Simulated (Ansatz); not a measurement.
Input:

```xyz
2
Lattice="0.0000 2.3509 2.3509 2.3509 0.0000 2.3509 2.3509 2.3509 0.0000" Properties=species:S:1:pos:R:3 pbc="T T T"
B      0.0000     0.0000     0.0000
As     1.1755     1.1755     1.1755
```

Level of theory: PBE with spin-orbit coupling, rigid bands (plane waves, PAW; Ansatz, a quantum-chemistry and plane-wave program). Condition of this run: hydrostatic pressure of 6.4 GPa (compression positive) (the target of the relaxation). Geometry: cell and atoms relaxed with PBEsol, then loaded as said.

Q: Predict the hole conductivity mass (n e² τ/σ) at 300 K, by direction if it differs.

A: 0.35 mₑ.

Q: Predict the electron conductivity mass (n e² τ/σ) at 300 K, by direction if it differs.

A: 0.31 mₑ.

Q: And the band gap?

A: 1.07 eV at this level; semilocal functionals usually fall short of the measured gap.

Rigid bands, one relaxation time for all states, no polarons. Geometry: cell and atoms relaxed with PBEsol.
